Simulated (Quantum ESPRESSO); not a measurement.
Worked example: self-consistent single point of TiB2 (P1, 3 atoms in the cell) in Quantum ESPRESSO.

Computed with PBEsol, GBRV 1.5 ultrasoft (PBESOL) pseudopotentials (plane waves; Quantum ESPRESSO).

```xyz
3
Lattice="3.0259 0.0000 0.0000 -1.5130 2.6205 0.0000 0.0000 0.0000 3.2288" Properties=species:S:1:pos:R:3 pbc="T T T"
Ti     0.0203     0.0050     0.0008
B     -0.0165     1.7384     1.6248
B      1.5091     0.8772     1.6031
```

Reference input (self-consistent single point, DFT, PBE, plane waves, GBRV 1.5 ultrasoft (PBE) pseudopotentials): ecutwfc = 50 Ry; ecutrho = 400 Ry; occupations = smearing; smearing = fd; degauss = 0.0036749 Ry; potentials = {Ti: ti_pbe_v1.4.uspp.F.UPF, B: b_pbe_v1.4.uspp.F.UPF}; K_POINTS = automatic 8 8 7 0 0 0; conv_thr = 1e-10 Ry; mixing_beta = 0.4. This run's input differs from it in these lines:

```diff
@@ -22,4 +22,4 @@
 ATOMIC_SPECIES
-Ti    47.8670  ti_pbe_v1.4.uspp.F.UPF
-B     10.8100  b_pbe_v1.4.uspp.F.UPF
+Ti    47.8670  ti_pbesol_v1.4.uspp.F.UPF
+B     10.8100  b_pbesol_v1.4.uspp.F.UPF
 ATOMIC_POSITIONS crystal
```

Output, abridged:

```
     Self-consistent Calculation

     iteration #  1     ecut=    50.00 Ry     beta= 0.40

     negative rho (up, down):  1.261E-03 0.000E+00

     total energy              =    -131.88364492 Ry
     estimated scf accuracy    <       0.74094983 Ry

     iteration #  2     ecut=    50.00 Ry     beta= 0.40

     negative rho (up, down):  9.864E-04 0.000E+00

     total energy              =    -132.07762355 Ry
     estimated scf accuracy    <       0.14149265 Ry

     iteration #  3     ecut=    50.00 Ry     beta= 0.40

     negative rho (up, down):  7.768E-04 0.000E+00

     total energy              =    -132.10688918 Ry
     estimated scf accuracy    <       0.00258947 Ry

   [... 7 blocks of this kind left out ...]

     iteration # 11     ecut=    50.00 Ry     beta= 0.40

     negative rho (up, down):  7.015E-04 0.000E+00

     total energy              =    -132.10789092 Ry
     estimated scf accuracy    <          2.0E-10 Ry

     iteration # 12     ecut=    50.00 Ry     beta= 0.40

     negative rho (up, down):  7.015E-04 0.000E+00
     End of self-consistent calculation

     Number of k-points >= 100: set verbosity='high' to print the bands.

     the Fermi energy is    15.1752 ev

!    total energy              =    -132.10789092 Ry
     estimated scf accuracy    <          2.5E-13 Ry
     smearing contrib. (-TS)   =      -0.00005148 Ry
     internal energy E=F+TS    =    -132.10783943 Ry

     convergence has been achieved in  12 iterations

     negative rho (up, down):  7.015E-04 0.000E+00

     Forces acting on atoms (cartesian axes, Ry/au):

     atom    1 type  1   force =    -0.01682286   -0.00406106   -0.00065002
     atom    2 type  2   force =     0.01663953    0.00968119   -0.00486973
     atom    3 type  2   force =     0.00018333   -0.00562012    0.00551975

     Total force =     0.027501     Total SCF correction =     0.000000

     negative rho (up, down):  7.015E-04 0.000E+00
          total   stress  (Ry/bohr**3)                   (kbar)     P=      -43.96
  -0.00017887   0.00002271   0.00000060          -26.31        3.34        0.09
   0.00002271  -0.00022206   0.00000014            3.34      -32.67        0.02
   0.00000060   0.00000014  -0.00049552            0.09        0.02      -72.89

   JOB DONE.
```

The run converged in 12 iterations. Against the reference run the pressure goes from 0.64 to -4.40 GPa and the largest force hardly changes (0.508 to 0.511 eV/Å).

The starting cell comes from a database of computed structures (which also holds hypothetical and non-ambient phases and stackings), without a prior relaxation at this level. Its atoms were displaced at random from the sites of space group no. 191. Spin polarisation is off. With a pressure of about -4 GPa the cell is away from its equilibrium volume at this level.

Cost on one core of a shared machine: roughly 30 s.
